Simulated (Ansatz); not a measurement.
The parent structure is Ag in the fcc (Cu type) structure (space group Fm-3m, No. 225; a = 4.1043 Å; relaxed with 0.1 eV smearing). Axes: x, y, z lie along the cube axes.

Method: Kohn–Sham DFT with the r2SCAN functional, run in Ansatz (a program for electronic structure) with PAW and 500 eV plane waves, spin-orbit coupling left out.

Before the change:

| Quantity | Value |
|---|---|
| Shortest interatomic distance | 2.902 Å |

The change: compressive biaxial strain of 1.12 % in the plane normal to [001], as in epitaxy on a mismatched substrate; the out-of-plane cell vector and the atoms relax.

Problem. Predict the new energy relative to the base, in-plane stress, out-of-plane strain and shortest interatomic distance.

Solution. The energy increases by 1.2 meV/atom; the mean in-plane stress (compression positive) amounts to +1.0 GPa; the out-of-plane strain comes out as +1.64 %; the shortest interatomic distance shrinks by 0.0325 Å, from 2.902 Å to 2.870 Å.

Stability against distortions was not tested.
